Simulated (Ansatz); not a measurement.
Rock-salt CeN was calculated with BLYP (Ansatz, a program for electronic structure, PAW).

Run with plane-wave cutoff 520 eV, 20×20×20 k mesh, Fermi–Dirac smearing 0.05 eV, spin-polarised with parallel moments, scalar-relativistic PAW data made under PBE.

Results at a series of volumes:

```json
[
 {"V (Å³/atom)": "16.030", "E − E_lowest (meV/atom)": "24.81", "P (GPa)": "8.26"},
 {"V (Å³/atom)": "16.371", "E − E_lowest (meV/atom)": "10.52", "P (GPa)": "5.21"},
 {"V (Å³/atom)": "16.712", "E − E_lowest (meV/atom)": "2.44", "P (GPa)": "2.43"},
 {"V (Å³/atom)": "17.053", "E − E_lowest (meV/atom)": "0.00", "P (GPa)": "-0.09"},
 {"V (Å³/atom)": "17.394", "E − E_lowest (meV/atom)": "2.64", "P (GPa)": "-2.35"},
 {"V (Å³/atom)": "17.736", "E − E_lowest (meV/atom)": "9.84", "P (GPa)": "-4.38"},
 {"V (Å³/atom)": "18.077", "E − E_lowest (meV/atom)": "21.12", "P (GPa)": "-6.19"}
]
```

Estimate the bulk modulus from the pressures at 16.712 and 17.394 Å³/atom, and compare it with a fit to all energies.

B = −V dP/dV. Between V = 16.712 and 17.394 Å³/atom, dP/dV = (-2.35 − (2.43))/(17.394 − 16.712) = -7.01 GPa per Å³/atom; at the midpoint 17.053 Å³/atom this gives B ≈ 120 GPa. The third-order Birch–Murnaghan fit gives V0 = 17.041 Å³/atom, B0 = 119 GPa, B′ = 4.2, which lies within 1 % of that estimate.

Measured, for comparison: bulk modulus 135 ± 1 GPa (room temperature, not corrected to a static lattice, our sources range from 135 to 156; as tabulated in Nielsen et al. (2017), arXiv:1701.04237). Computed (rounded) less measured: bulk modulus not scored (sources differ).

Note: the magnetic order was assumed, not searched for or taken from measurement; the 4f shell is treated without U or exact exchange, so its levels and filling can be wrong; the volume lies 8 % above that of the published cell.

Spin–orbit coupling is not included; it can open a gap where bands touch, and shift volumes and moduli.

Static lattice: no zero-point or thermal effects.

It cost roughly 5 core-minutes of CPU time.
